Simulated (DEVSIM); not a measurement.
**illuminated Si n-on-p cell, one wavelength**

Structure: illuminated Si n-on-p cell, one wavelength, at 300 K.

```csv
layer (left to right),material,thickness (μm),Nd (cm⁻³),Na (cm⁻³),τn (s),τp (s),absorption coefficient (cm⁻¹)
1,Si,0.340,9.7e18,-,0.00056,0.00025,17000
2,Si,130,-,1.2e17,0.00065,0.00065,17000
```

Left contact: ohmic, minority hole recombination velocity 600 cm/s. Right contact: ohmic, minority electron recombination velocity 200 cm/s. Voltage is applied to the left contact. Recombination: SRH at mid-gap, radiative, Auger. Gap narrowing is on: ΔEg = 6.92 meV × (l + √(l² + 0.5)), l = ln(N/1.3e17 cm⁻³), shared equally by both band edges. Light enters at the left, 9.3e16 photons cm⁻² s⁻¹, one pass, no reflection. Mobility is constant in doping.

This is a model device: material constants are rounded textbook-type values typed into the input, and sizes, dopings and lifetimes were drawn at random. Values at 300 K.

```
parameter           Si
-------------  -------
gap (eV)         1.124
affinity (eV)     4.05
permittivity      11.7
Nc (cm⁻³)      2.86e19
Nv (cm⁻³)       3.1e19
μn (cm²/Vs)       1417
μp (cm²/Vs)        470
B (cm³/s)      4.7e-15
Cn (cm⁶/s)     2.8e-31
Cp (cm⁶/s)     9.9e-32
```

Model (solved in DEVSIM): 1D drift-diffusion, Boltzmann statistics, complete ionisation; no tunnelling, impact ionisation, image-force lowering or self-heating.

```json
{
 "potential_step_across_the_device_at_zero_bias": "0.920 V",
 "largest_field_in_the_device_at_zero_bias": "200000 V/cm",
 "Dark forward voltage at 1 A/cm²": "0.783 V",
 "Dark forward voltage at 100 A/cm²": "0.907 V",
 "short_circuit_current": "14.9 mA/cm²",
 "open_circuit_voltage": "0.674 V",
 "fill_factor": "0.84",
 "largest_power": "8.45 mW/cm²",
 "share_of_generated_pairs_collected_at_short_circuit": "0.998"
}
```

Current under light (generator sign):

```json
[
 {"V (V)": "0.00", "J (mA/cm²)": "14.9"},
 {"V (V)": "0.10", "J (mA/cm²)": "14.9"},
 {"V (V)": "0.20", "J (mA/cm²)": "14.9"},
 {"V (V)": "0.30", "J (mA/cm²)": "14.9"},
 {"V (V)": "0.40", "J (mA/cm²)": "14.9"},
 {"V (V)": "0.52", "J (mA/cm²)": "14.8"},
 {"V (V)": "0.54", "J (mA/cm²)": "14.8"},
 {"V (V)": "0.56", "J (mA/cm²)": "14.7"},
 {"V (V)": "0.58", "J (mA/cm²)": "14.5"},
 {"V (V)": "0.60", "J (mA/cm²)": "14.0"},
 {"V (V)": "0.62", "J (mA/cm²)": "13.0"},
 {"V (V)": "0.64", "J (mA/cm²)": "10.8"},
 {"V (V)": "0.66", "J (mA/cm²)": "6.14"},
 {"V (V)": "0.68", "J (mA/cm²)": "-4.06"}
]
```

Small-signal capacitance in reverse bias (quasi-static):

```
V (V)  C (nF/cm²)
-----  ----------
0.04          104
0.1           101
0.2          96.0
0.3          91.7
0.4          88.0
0.6          81.8
```
